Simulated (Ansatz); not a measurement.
Band structure of FeCo (Pm-3m, 2 atoms in the cell).

```xyz
2
Lattice="2.7822 0.0000 0.0000 0.0000 2.7822 0.0000 0.0000 0.0000 2.7822" Properties=species:S:1:pos:R:3 pbc="T T T"
Fe     0.0000     0.0000     0.0000
Co     1.3911     1.3911     1.3911
```
Moments meant for the start (each program seeds them in its own way; μB, in the order of the atoms Fe Co): 4.0 3.0.

Level of theory: PBE, PAW files (plane waves; Ansatz, an electronic-structure program).

Settings: kpoints.mp_grid.grid = 8 8 8; hamiltonian.xc = pbe; hamiltonian.pseudopotentials = {kind: paw} (the program's default PAW files); magnetization.spin_polarized = true; scf.occupations.method = fermi_dirac; scf.occupations.width = 0.05 eV; kpoints.band_path.npoints = 8.

The starting cell comes from a database of computed structures (which also holds hypothetical and non-ambient phases and stackings), without a prior relaxation at this level. Its lattice was rescaled by a random factor within 2.5 % of one. The magnetic order is the one reached from the typed start; others were not searched systematically.

Levels in eV from the Fermi level, bands 16 to 23 of the first spin channel:
```
point     16     17     18     19     20     21     22     23
-----  -----  -----  -----  -----  -----  -----  -----  -----
Γ      -1.95  -0.74  -0.74  -0.74   9.48   9.48   9.48  15.31
X      -2.69  -1.99  -1.98  -0.79  -0.41  16.76  16.76  16.91
M      -1.60  -0.46  -0.46  -0.23  -0.23   6.66   6.85  18.06
R      -1.87  -1.56  -1.56   8.05   8.05   8.05   8.17   8.17
```

Bands cross the Fermi level along this path, so the cell is metallic at this level.

The net moment of the cell came out as 4.50 μB.

Keys are those of Ansatz 0.2.
